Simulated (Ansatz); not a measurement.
We consider ZnS (model structure, started from the NiAs type, P6₃/mmc, No. 194, 4 atoms in the cell), described by r²SCAN0 (Ansatz, an electronic-structure program, plane waves, PAW).

Run with plane-wave cutoff 520 eV, 9×9×4 k mesh (along the axes of the cell as run), Fermi–Dirac smearing 0.01 eV, scalar-relativistic PAW data made under PBE.

Cell (relaxed with PBEsol):

```cif
data_S2Zn2
_chemical_formula_sum 'Zn2 S2'
_space_group_name_H-M_alt 'P 1'
_space_group_IT_number 1
_cell_length_a 3.56484
_cell_length_b 3.56484
_cell_length_c 5.81629
_cell_angle_alpha 90.000
_cell_angle_beta 90.000
_cell_angle_gamma 120.000
loop_
_space_group_symop_operation_xyz
  'x, y, z'
loop_
_atom_site_label
_atom_site_type_symbol
_atom_site_fract_x
_atom_site_fract_y
_atom_site_fract_z
_atom_site_occupancy
Zn1 Zn 0.00000 0.00000 0.00000 1
Zn2 Zn 0.00000 0.00000 0.50000 1
S1 S 0.33333 0.66667 0.25000 1
S2 S 0.66667 0.33333 0.75000 1
```

### Question
Predict the band gap and smallest direct gap on the k points sampled.

### Answer

- band gap: 2.48 eV (indirect)
- smallest direct gap on the k points sampled: 4.27 eV

Note: the relaxation could raise the start's symmetry but not lower it, so the cell can be a saddle point; cell and atoms aren't relaxed at this level (pressure 2.2 GPa).

A model structure was made by putting elements into a prototype or built by hand; it is no filed structure, need not be a known phase, and can be a saddle point held by its symmetry.
